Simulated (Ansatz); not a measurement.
Structure of amorphous In$_{9}$Ga$_{9}$Zn$_{9}$O$_{35}$F (periodic cell):

```xyz
63
Lattice="9.9237 -0.0515 -0.4400 -0.0515 9.1649 0.2237 -0.4400 0.2237 8.7713" Properties=species:S:1:pos:R:3 pbc="T T T"
In     0.6174     8.0691     6.9869
In     6.9115     7.6188     1.2098
In     1.5725     1.8320     0.2054
In     8.8014     1.7568     5.6480
In     8.3404     2.1741     0.4637
In     0.2184     4.6824     6.9590
In     6.0474     0.3582     7.1332
In     2.8202     1.2829     5.9769
In     6.2716     0.6330     3.8134
Ga     0.4195     0.8908     3.6049
Ga     3.2925     8.5534     8.7265
Ga     4.8783     2.3927     0.6414
Ga     3.5337     2.5950     3.2597
Ga     3.2431     8.3537     3.1921
Ga     3.3024     4.2033     6.9189
Ga     2.5521     5.4035     4.2527
Ga     5.7038     5.2070     8.4594
Ga     0.1182     3.8036     3.6282
Zn     5.3315     6.2342     3.3134
Zn     2.8396     5.3478     1.1312
Zn     7.3469     6.5374     5.9514
Zn    -0.1993     6.9645     3.9759
Zn     9.2517     5.4605     0.5053
Zn     6.8885     4.0566     2.6805
Zn     0.4510     8.3440     1.4768
Zn     5.8131     3.7273     5.4600
Zn     4.4094     7.1686     6.2262
O      3.6998     6.8853     4.3167
O      4.9452     5.2403     6.6725
O      8.4718     0.9562     3.6370
O      0.1241     1.1727     1.6591
O      2.0943     5.3677     6.0590
O      5.5964     2.4646     2.6150
O      6.6227     5.1500     4.3762
O      1.2738     8.4117     3.4075
O      6.6050     1.8802     5.6708
O      0.6649     5.7043     8.7948
O      6.2283     5.5844     1.5229
O      4.1042     1.1630     7.9918
O      8.9522     7.1127     1.6758
O      5.0198     7.7199     8.3271
O      7.3415     0.3707     0.2268
O      3.8049     0.7196     4.0039
O      2.8043     8.2647     6.8574
O      1.8989     2.9025     7.2054
O      1.4778     2.5117     3.6626
O      7.4222     5.8790     7.8624
O      3.8860     3.0766     5.3235
O      9.2321     3.6910     4.8613
O      8.7343     3.8415     1.8160
O      6.1291     8.1653     5.7052
O      0.9151     5.4609     3.3750
O      4.1315     4.1911     0.0364
O      3.4859     4.5054     2.9031
O      6.5012     3.0834    -0.0935
O      0.7683     0.7088     5.5891
O      9.3489     6.6539     5.4746
O      1.1900     9.0874     8.7804
O      5.6671     8.1999     2.8123
O      3.2515     1.8518     1.4837
O      3.2852     7.3867     1.5337
O      9.2079     2.8110     7.5640
F      8.5398     9.0465     7.0477
```

Method: PBE, scalar-relativistic without spin-orbit coupling (plane waves to 420 eV, PAW; Ansatz, a program for electronic structure). The usual formal charges leave 1 electrons over, so the level spacing at the Fermi energy parts defect or band states and needn't be the band gap.

A CHGNet melt-quench gave the starting glass, which DFT then relaxed. O and F atoms were pushed apart under 1.9 Å during the dynamics, to hinder bonds among them. The hot cell started wider than the set density and was brought back towards it in steps. It is the lowest in DFT energy of 2 quenches. It is a model cell: composition and starting density were chosen by hand, and all elements were melted together. No dispersion term was used. Its density started from a set value of 5.90 and ended at 5.90 g/cm³. The simulated quench (nominally 320 K/ps over its main leg) is rapid and tends to freeze in more defects than a deposited or slowly cooled glass has. A cell of this size samples the disorder only roughly. The volume was held where the preparation left it and the shape relaxed, at a PBE pressure of -0.4 GPa (tension).

Neighbours within In-In 3.12 Å, In-Ga 2.90 Å, In-Zn 2.90 Å, In-O 2.64 Å, In-F 2.39 Å, Ga-Ga 2.68 Å, Ga-Zn 2.68 Å, Ga-O 2.32 Å, Ga-F 2.15 Å, Zn-Zn 2.68 Å, Zn-O 2.38 Å, Zn-F 2.15 Å, O-O 1.58 Å, O-F 1.48 Å, F-F 1.37 Å count as bonded. Two cations that share two anions don't count as bonded, nor two that share one unless they lie closer than In-In 3.04 Å, In-Ga 2.82 Å, In-Zn 2.82 Å, Ga-Ga 2.61 Å, Ga-Zn 2.61 Å, Zn-Zn 2.61 Å.

Question: Give the coordination numbers, mean bond lengths and angles.

Answer: 
The mean coordination of In by anions is 5.44 (5 with 5, 4 with 6) and the mean coordination of Ga by anions is 4.78 (3 with 4, 5 with 5, 1 with 6). The mean coordination of Zn by anions is 4.11 (8 with 4, 1 with 5), the mean coordination of O is 3.63 (13 with 3, 22 with 4) and the mean coordination of F comes out as 2.00 (1 with 2). The mean In-O bond is 2.203 Å (spread 0.095 Å, 47 counted), the mean Ga-O bond comes out as 1.966 Å (spread 0.089 Å, 43 counted) and the mean Zn-O bond comes out as 2.054 Å (spread 0.065 Å, 37 counted). The mean In-F bond comes out as 2.264 Å (spread 0.041 Å, 2 counted) and the bond angle at In is mean 104.7°, spread 28.4°. The bond angle at Ga is mean 107.3°, spread 26.3° and the bond angle at Zn comes out as mean 108.4°, spread 19.1°. The bond angle at O comes out as mean 110.6°, spread 15.5°.

Question: List the pairs of like atoms that count as bonded by the rules above.

Answer: There are none by these rules.
